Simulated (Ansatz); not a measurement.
## Convergence study of the k-point mesh for ZnPt (P4mm, 2 atoms in the cell)

```yaml
crystal:
  lattice:
    - [2.84231, 0.00000, 0.00000]
    - [0.00000, 2.84231, 0.00000]
    - [0.00000, 0.00000, 3.48408]
  atoms:
    - { symbol: Zn, position: [0.50000, 0.50000, 0.51435] }
    - { symbol: Pt, position: [0.00000, 0.00000, 0.00000] }
```

Method: PBEsol, default PAW files made with PBE (plane waves; Ansatz, a program for electronic structure).

Base settings: basis.ecutwfc = 30.9 Ry; kpoints.mp_grid.grid = 12 12 10; hamiltonian.xc = pbesol; hamiltonian.pseudopotentials = {kind: paw} (the program's default PAW files); scf.occupations.method = fermi_dirac; scf.occupations.width = 0.0073 Ry.

The second cell is the first with its lattice scaled by 0.98.

Only quantities that move along the ladder and can be compared are tabulated.

The count of work is k-points × plane waves × bands × iterations; it is no time. Core times come from one kind of shared machine, to one figure; runs under 30 s give none.

The starting cell comes from a database of computed structures (which also holds hypothetical and non-ambient phases and stackings), without a prior relaxation at this level. Its lattice was rescaled by up to half a per cent. One atom was moved a little off its site on purpose. Spin polarisation is off. Ansatz's pressure includes its estimate of the finite-basis (Pulay) stress.

| kpoints.mp_grid.grid | free energy less the last step's (meV/atom) | energy of the compressed cell less the first (meV/atom) | pressure (GPa) | largest difference of a force vector from the last step's (eV/Å) | count of work / last | core time / last (rough) |
|---|---|---|---|---|---|---|
| 2 2 2 | 808.21 | 69.21 | 6.72 | 0.081 | 0.0024 | – |
| 3 3 2 | 38.63 | 31.42 | -0.59 | 0.008 | 0.0021 | – |
| 3 3 3 | 7.83 | 35.62 | 0.14 | 0.030 | 0.0018 | – |
| 4 4 3 | 38.12 | 26.29 | -1.44 | 0.030 | 0.0042 | – |
| 5 5 4 | 7.76 | 28.77 | -1.00 | 0.008 | 0.0054 | – |
| 6 6 5 | -3.75 | 26.29 | -1.45 | 0.001 | 0.0089 | – |
| 7 7 6 | 5.48 | 27.45 | -1.22 | 0.005 | 0.012 | – |
| 8 8 7 | -0.15 | 26.76 | -1.35 | 0.003 | 0.018 | – |
| 9 9 7 | 2.48 | 26.97 | -1.31 | 0.001 | 0.018 | – |
| 10 10 8 | 0.88 | 26.70 | -1.36 | 0.000 | 0.031 | – |
| 11 11 9 | -0.15 | 26.29 | -1.42 | 0.000 | 0.031 | – |
| 12 12 10 | 0.54 | 26.57 | -1.38 | 0.001 | 0.050 | – |
| 13 13 11 | -0.19 | 26.58 | -1.38 | 0.000 | 0.050 | – |
| 15 15 12 | -0.03 | 26.26 | -1.44 | 0.001 | 0.075 | – |
| 17 17 14 | -0.34 | 26.45 | -1.41 | 0.000 | 0.11 | – |
| 18 18 15 | 0.14 | 26.42 | -1.41 | 0.000 | 0.13 | – |
| 20 20 17 | -0.06 | 26.44 | -1.41 | 0.000 | 0.18 | – |
| 22 22 18 | 0.03 | 26.48 | -1.40 | 0.000 | 0.23 | 0.2 |
| 25 25 20 | 0.02 | 26.46 | -1.40 | 0.000 | 0.30 | 0.3 |
| 28 28 23 | 0.02 | 26.47 | -1.40 | 0.000 | 0.43 | 0.4 |
| 31 31 25 | 0.00 | 26.46 | -1.40 | 0.000 | 0.53 | 0.5 |
| 34 34 28 | 0.00 | 26.47 | -1.40 | 0.000 | 0.76 | 0.7 |
| 38 38 31 | 0.00 | 26.47 | -1.40 | 0.000 | 1.0 | 1 |

Coarsest kpoints.mp_grid.grid that holds the pressure within 1 GPa of the last step, with all finer ones: 4 4 3, at 0.0042 of the last step's count of work; the step before is off by 1.5 GPa.

Coarsest kpoints.mp_grid.grid that holds the forces within 0.02 eV/Å of the last step, with all finer ones: 5 5 4, at 0.0054 of the last step's count of work; the step before is off by 0.030 eV/Å.

Coarsest kpoints.mp_grid.grid that holds the free energy within 1 meV/atom of the last step, with all finer ones: 10 10 8, at 0.031 of the last step's count of work; the step before is off by 2.5 meV/atom.

The energy difference between the two cells stays within 1 meV/atom of the last step's from 6 6 5 on, the total only from 10 10 8 on: much of the error is common to both cells and cancels.

Keys are those of Ansatz 0.2.
